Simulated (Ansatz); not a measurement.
Worked example: relaxation of the atoms of Ca2AsI (R3m, 4 atoms in the cell) in Ansatz (a first-principles code).

Method: LDA (PW92), default PAW files made with PBE (plane waves; Ansatz).

The change in words: one atom moved by 0.15 angstrom; relax: default → atoms; relax.f_tol: default → 0.001 eV/Å. Reference geometry:
```yaml
crystal:
  lattice:
    - [2.20485, 1.27297, 7.47320]
    - [-2.20485, 1.27297, 7.47320]
    - [0.00000, -2.54594, 7.47320]
  atoms:
    - { symbol: Ca, position: [0.23128, 0.23128, 0.23128] }
    - { symbol: Ca, position: [0.76872, 0.76872, 0.76872] }
    - { symbol: As, position: [0.50000, 0.50000, 0.50000] }
    - { symbol: I, position: [0.00000, 0.00000, 0.00000] }
```

Reference input (self-consistent single point, DFT, LDA (PW92), plane waves, default PAW files made with PBE): basis.ecutwfc = 30.9 Ry; kpoints.mp_grid.grid = 7 7 7; hamiltonian.xc = lda; hamiltonian.pseudopotentials = {kind: paw} (the program's default PAW files); scf.occupations.method = fixed. This run's input differs from it in these lines:

```diff
@@ -6,3 +6,3 @@
   atoms:
-    - { symbol: Ca, position_ang: [-0.00000000, -0.00000023, 5.18524993] }
+    - { symbol: Ca, position_ang: [0.00000000, -0.00000024, 5.33525947] }
     - { symbol: Ca, position_ang: [-0.00000000, -0.00000077, 17.23435007] }
@@ -19,2 +19,4 @@
   occupations: { method: fixed }
+relax:
+  f_tol: 0.001
 output:
```

Log, with long lists cut:

```
   [... SCF lines of the steps left out ...]
relax step   1: F+E_penalty+E_count = -15680.45385372 eV  Δ(F+E_penalty+E_count) = +0.000e0 eV  max|allowed force component| = 8.026e-1 eV/Å  Δτ_max = 0.0000 Å  (7 SCF iters, dr2 threshold 1.00e-7 eV, accepted)
relax step   2: F+E_penalty+E_count = -15680.47806690 eV  Δ(F+E_penalty+E_count) = -2.421e-2 eV  max|allowed force component| = 5.805e-1 eV/Å  Δτ_max = 0.1998 Å  (6 SCF iters, dr2 threshold 4.03e-5 eV, accepted)
relax step   3: F+E_penalty+E_count = -15680.52568928 eV  Δ(F+E_penalty+E_count) = -4.762e-2 eV  max|allowed force component| = 6.373e-2 eV/Å  Δτ_max = 0.0858 Å  (5 SCF iters, dr2 threshold 2.11e-5 eV, accepted)
relax step   4: F+E_penalty+E_count = -15680.52633704 eV  Δ(F+E_penalty+E_count) = -6.478e-4 eV  max|allowed force component| = 5.799e-2 eV/Å  Δτ_max = 0.0047 Å  (4 SCF iters, dr2 threshold 2.54e-7 eV, accepted)
relax step   5: F+E_penalty+E_count = -15680.52794094 eV  Δ(F+E_penalty+E_count) = -1.604e-3 eV  max|allowed force component| = 4.010e-3 eV/Å  Δτ_max = 0.0325 Å  (6 SCF iters, dr2 threshold 2.10e-7 eV, accepted)
relax step   6: F+E_penalty+E_count = -15680.52794669 eV  Δ(F+E_penalty+E_count) = -5.754e-6 eV  max|allowed force component| = 2.053e-4 eV/Å  Δτ_max = 0.0020 Å  (6 SCF iters, accepted)
the relaxation is at rest under the 6 symmetry operations that the run kept from its start: a minimum is not shown …
Free energy (F): -15680.527947 eV
Internal energy: -15680.527947 eV  (E = F + TS)
E sigma→0 (E₀):  -15680.527947 eV
Fermi energy:    6.429161 eV
--- Forces (eV/Å), atoms counted from 1 ---
  atom   1  Ca     0.00000000     0.00000000    -0.00016000
  atom   2  Ca     0.00000000     0.00000000    -0.00001341
  atom   3  As     0.00000000     0.00000000    -0.00002059
  atom   4  I     -0.00000000    -0.00000000     0.00020912
--- Stress (GPa, compression-positive) ---
       -3.302283       0.000000       0.000000
        0.000000      -3.302283      -0.000000
   [... lines left out ...]
  atoms:
    - { symbol: Ca, position: [0.23202879895799336, 0.23202879895799336, 0.23202879895799325] }
    - { symbol: Ca, position: [0.7713209619766243, 0.7713209619766243, 0.7713209619766241] }
    - { symbol: As, position: [0.5016734424288084, 0.5016734424288084, 0.5016734424288083] }
    - { symbol: I, position: [0.0016677964760001868, 0.0016677964760001868, 0.001667796476000117] }
```

The run converged. 

Summary of the result:
```
Item                                                      Result
------------------------------------------------  --------------
Free energy E − TS (on the zero of these files)   -15680.5279 eV
Top of the valence band (on the code's own zero)         6.43 eV
Gap on the k-point mesh                                  1.59 eV
Pressure                                               -3.14 GPa
Relaxation steps                                               6
```

The starting cell comes from a database of computed structures (which also holds hypothetical and non-ambient phases and stackings), without a prior relaxation at this level. Its lattice was rescaled by up to half a per cent. For this run, on top of that: one atom moved by 0.15 angstrom. Spin-orbit coupling is off. The relaxation keeps the symmetry of its start, so its end need not be a minimum. Ansatz's pressure includes its estimate of the finite-basis (Pulay) stress.

Cost on one core of a shared machine: roughly 2 min.

Keys are those of Ansatz 0.2.
